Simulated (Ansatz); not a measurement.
Start from BP in the rock salt structure (space group Fm-3m, No. 225; a = 4.321 Å; a hypothetical phase, not in the database extracts checked; relaxed with 0.1 eV smearing). Axes: x, y, z lie along the cube axes.

(Cell as relaxed with PBE.)

Levels (all Ansatz, a first-principles code, PAW): PBE (420 eV, scalar-relativistic without spin-orbit coupling); PBEsol (420 eV, spin-orbit coupling left out).

Each level relaxes its own structure.

| base | PBE | PBEsol |
|---|---|---|
| volume per atom | 10.08 Å³ | 9.86 Å³ |
| lattice parameter a | 4.321 Å | 4.289 Å |
| band gap | zero | zero |

Now apply this change: biaxial strain +0.47 %, plane normal [111], relaxed out of plane (Cartesian); in-plane vectors clamped, the third vector and the atoms free.

| quantity | PBE | PBEsol |
|---|---|---|
| out-of-plane strain | -0.45 % | -0.50 % |
| energy relative to the base (free energy F) | +0.3 meV/atom | +0.3 meV/atom |
| shortest interatomic distance | 2.164 Å | 2.148 Å |
| pressure (mean of the normal stresses, compression positive) | -0.8 GPa | -0.8 GPa |

PBE's out-of-plane strain lies 0.041 % above PBEsol's; PBE's shortest interatomic distance lies 0.016 Å above PBEsol's (0.7 %); the two agree on the energy relative to the base and pressure. Neither level is exact; PBEsol is the comparison here, not a measurement.

No phonon test of stability was made. All final runs are without spin polarisation.
